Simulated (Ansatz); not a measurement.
A zone-centre phonon calculation of NaIn3 (Pm-3m, 4 atoms in the cell) with Ansatz (a first-principles code).

Method of the run: LDA (PW92), default PAW files made with PBE (plane waves; Ansatz).

```
CELL_PARAMETERS angstrom
      4.67122     0.00000     0.00000
      0.00000     4.67122     0.00000
      0.00000     0.00000     4.67122
ATOMIC_POSITIONS crystal
  Na 0.00000 0.00000 0.00000
  In 0.50000 0.00000 0.50000
  In 0.00000 0.50000 0.50000
  In 0.50000 0.50000 0.00000
```

Reference input (self-consistent single point, DFT, LDA (PW92), plane waves, default PAW files made with PBE): basis.ecutwfc = 420 eV; kpoints.mp_grid.grid = 7 7 7; hamiltonian.xc = lda; hamiltonian.pseudopotentials = {kind: paw} (the program's default PAW files); scf.occupations.method = gaussian; scf.occupations.width = 0.1 eV. This run's input differs from it in these lines:

Ansatz 0.2 input:
```diff
@@ -14,3 +14,3 @@
 kpoints:
-  mp_grid: { grid: [7, 7, 7] }
+  mp_grid: { grid: [16, 16, 16] }
 hamiltonian:
@@ -20,6 +20,4 @@
   occupations: { method: gaussian, width: 0.1 eV }
-output:
-  forces: true
-  eigenvalues: true
-  stress: true
+phonons:
+  method: dfpt
```

The program printed (abridged):

```
SCF iter   1: F=—  HF=-17838.537528 eV  |F-HF|=—  |Δ(HF+E_count)|=         —  Δρ=7.88e-3  dr2=3.76e-2  ethr=1.77e-3  ⟨swp⟩=6.5  Hψ=89562  notcnv=0
all-band conjugate gradients solve this SCF's bands
preconditioner: auto → Kerker (q_TF=auto, 2.406 Å⁻¹)
SCF iter   2: F=—  HF=-17838.522351 eV  |F-HF|=—  |Δ(HF+E_count)|=   1.52e-2  Δρ=3.25e-3  dr2=8.20e-3  ethr=7.84e-5  ⟨swp⟩=3.0  Hψ=43474  notcnv=0  defer=7
   [... lines left out ...]
SCF iter   9: F=—  HF=-17838.519808 eV  |F-HF|=—  |Δ(HF+E_count)|=   3.62e-9  Δρ=8.32e-7  dr2=7.01e-10  ethr=2.23e-11  ⟨swp⟩=2.0  Hψ=35155  notcnv=0  defer=7
SCF iter  10: F=-17838.519808 eV  HF=-17838.519808 eV  |F-HF|=7.28e-12  |Δ(HF+E_count)|=  1.46e-10  Δρ=8.39e-8  dr2=9.95e-12  ethr=1.00e-12  ⟨swp⟩=6.6  Hψ=110985  notcnv=0
the search or the solves at the SCF's close seem to have found levels that the self-consistency loop had missed (the run counts 3) …
SCF 1 converged in 10 iterations: F = -17838.519808 eV  dr2 = 9.95e-12
DFPT response loops at Γ: preconditioner auto → Kerker (q_TF=auto, 2.406 Å⁻¹) (partly filled bands, converged f_vac=0.000) …
the run's response loops start from zero, take more passes and end by a threshold …
Free energy (F): -17838.519808 eV
Internal energy: -17838.510382 eV  (E = F + TS)
E sigma→0 (E₀):  -17838.515095 eV
Entropy (-TS):   -0.009426 eV (-2.356 meV/atom)
Fermi energy:    8.325926 eV
   [... lines left out ...]
  ASR residual: 1.858e-4 → 0.000e0 eV/Å²; symmetrization residual: 2.684e-5 eV/Å²
  ASR residual per site (eV/Å²): 5.90e-5 1.86e-4 1.86e-4 1.86e-4
  Γ frequencies (cm⁻¹): 0.00 0.00 0.00 57.93 57.93 57.93 73.59 73.59 73.59 156.73 156.73 156.73
  non-analytic LO–TO correction: not included (Born effective charges unavailable; polar crystals: no LO–TO splitting at Γ)
```

The run converged in 10 iterations. 

Summary of the result:
* **Free energy E − TS (on the zero of these files)**: -17838.5198 eV
* **Fermi level (on the code's own zero)**: 8.33 eV
* **Zone-centre frequencies (cm⁻¹; negative means imaginary)**: 0, 0, 0, 58, 58, 58, 74, 74, 74, 157, 157, 157

The starting cell comes from a database of computed structures (which also holds hypothetical and non-ambient phases and stackings), without a prior relaxation at this level. Its lattice was rescaled by up to half a per cent.

Cost on one core of a shared machine: roughly 20 min.
